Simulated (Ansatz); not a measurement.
# Effect of biaxial strain −2.75 %, plane normal [001], relaxed out of plane on Ga2O3

Consider Ga2O3 in the corundum structure (space group R-3c, No. 167; a = 4.985 Å, c = 13.442 Å (hexagonal axes)). Axes: x lies along a and z along c of the hexagonal cell.

One thing is altered: compressive biaxial strain of 2.75 % in the plane normal to [001], as in epitaxy on a mismatched substrate; the out-of-plane cell vector and the atoms relax.

Calculations: r2SCAN/PAW in Ansatz (a first-principles code), no spin-orbit coupling. Settings: 8×8×8 k-points, 0.05 eV Fermi–Dirac smearing.

The volume per atom decreases by 0.33 Å³, from 9.64 Å³ to 9.31 Å³ and the space group stays R-3c (No. 167). The shortest interatomic distance shrinks by 0.026 Å (1.925 Å → 1.899 Å) and the energy rises by 24 meV/atom. The pressure (mean of the normal stresses, compression positive) goes from zero to 9.84 GPa and the band gap grows by 0.37 eV (3.55 eV → 3.92 eV). The smallest direct gap goes up by 0.29 eV (3.81 eV → 4.10 eV) and the width of the top valence band grows by 0.028 eV (0.46 eV → 0.48 eV). The electron mass becomes 0.26 mₑ out of plane, 0.27 mₑ in plane (at Γ) (base: 0.25 mₑ (at Γ)) and the out-of-plane strain is +2.09 %. The ratio −ε⊥/ε∥ amounts to 0.76 and the mean in-plane stress (compression positive) is +14.8 GPa.

Final structure (turned so that z lies along the plane normal):

```
CELL_PARAMETERS angstrom
      4.84752     0.00000     0.00000
      2.42376     4.19808     0.00000
      2.42376    -1.39936     4.57428
ATOMIC_POSITIONS crystal
  Ga 0.29323 0.35339 0.06016
  Ga 0.70677 0.14661 0.43984
  Ga 0.70677 0.64661 0.93984
  Ga 0.29323 0.85339 0.56016
  O  0.80477 0.94523 0.75000
  O  0.50000 0.55477 0.75000
  O  0.19523 0.25000 0.75000
  O  0.19523 0.05477 0.25000
  O  0.50000 0.44523 0.25000
  O  0.80477 0.75000 0.25000
```

Effective masses come from finite differences of ±0.01 Å⁻¹. Whether these cells are dynamically stable was not tested.
